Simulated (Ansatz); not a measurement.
Consider HfC in the rock salt structure (space group Fm-3m, No. 225; a = 4.6407 Å). Axes: x, y, z lie along the cube axes.

Level of theory: Kohn–Sham DFT with the r2SCAN functional, run in Ansatz (a first-principles code) with PAW and 500 eV plane waves, no spin-orbit coupling.

Free-standing slabs (2 atom(s) a layer) normal to the z axis with 15 Å of vacuum; in-plane cell held at bulk.

One change was made to it. Results:

The band gap stays zero; the shortest interatomic distance shrinks by 0.0916 Å (2.320 Å → 2.229 Å).

Problem. Which of these changes matches the shifts?
A. 2 layers
B. 1 layer
C. 4 layers
D. 6 layers

Solution. C, 4 layers. For comparison, the shortest interatomic distance in the other runs: 6 layers gives 2.220 Å; 2 layers gives 2.199 Å; 1 layer gives 2.320 Å.

With Hf present, leaving out spin-orbit coupling can change the band edges. No phonon test of stability was made. All final runs are without spin polarisation.
